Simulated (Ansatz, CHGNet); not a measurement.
# Fluorite AuAl2: enthalpy of formation by level of theory

No measured value is used here.

```tsv
level (code)	value (eV/atom)
CHGNet 0.3.0	-0.470
LDA (Ansatz)	-0.498
PBE (Ansatz)	-0.434
rVV10 (Ansatz)	-0.377
r²SCAN (Ansatz)	(withheld)
```

What belongs in the gaps?


- r²SCAN (Ansatz, a program for electronic structure), value (eV/atom): -0.483

Density-functional levels without +SOC have no spin–orbit coupling, which shifts binding energies of heavy elements. Each level is taken at its own relaxed cell. Ansatz's density-functional and Hartree–Fock values are scalar-relativistic unless marked +SOC, with PAW data made under PBE.

Machine-learned potentials (CHGNet 0.3.0) are trained on DFT data: a solid inside that data is no test of them.
